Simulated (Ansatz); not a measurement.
A computed series for hypothetical rutile SnS2: element substitutions

The parent structure is SnS₂ in the rutile structure (space group P4_2/mnm, No. 136; a = 6.201 Å, c = 3.807 Å; a hypothetical phase, not in the database extracts checked).

Each row replaces one element on all its sites; cell and atoms are relaxed.

Levels (all Ansatz, an electronic-structure program, PAW, earlier PAW set): PBE (420 eV, without spin-orbit coupling); PBEsol (420 eV, no SOC).

The base cell above is that of PBE; each level relaxes its own structures.

| case | shortest interatomic distance, PBE | shortest interatomic distance, PBEsol |
|---|---|---|
| S → Se | 2.696 Å | 2.666 Å |
| S → Te | 2.968 Å | 2.921 Å |
| Sn → Sb | 2.633 Å | 2.603 Å |

PBE lies above PBEsol in every row, by 0.029 Å to 0.047 Å. They put the cases in the same order.

No phonon test of stability was made. As relaxed here, SnSe2, SnTe2 and SbS2 are hypothetical phases, not in the database extracts checked. All final runs are without spin polarisation.
